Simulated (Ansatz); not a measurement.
The parent structure is SiC in the wurtzite structure (space group P6_3mc, No. 186; a = 3.0760 Å, c = 5.0478 Å). Axes: x lies along a and z along c of the hexagonal cell.

Levels (all Ansatz, a quantum-chemistry and plane-wave program, PAW, earlier PAW set): PBEsol (420 eV, no spin-orbit coupling); r2SCAN (500 eV, no spin-orbit coupling).

Its gap is 2.13 eV with PBEsol and 2.65 eV with r2SCAN.

Perturbation: uniaxial strain ε_yy = −1.68 %, all other strain components held at zero; the atoms relax in the strained cell.

With PBEsol the gap becomes 1.95 eV.

Question: If the r2SCAN correction stayed the same, what would the r2SCAN gap be, and what does the r2SCAN run give?

Answer: A rigid correction of +0.52 eV gives 2.47 eV. The r2SCAN run gives 2.48 eV, so the two effects roughly add.

Single points use the geometry relaxed with PBEsol. Whether these cells are dynamically stable was not tested.
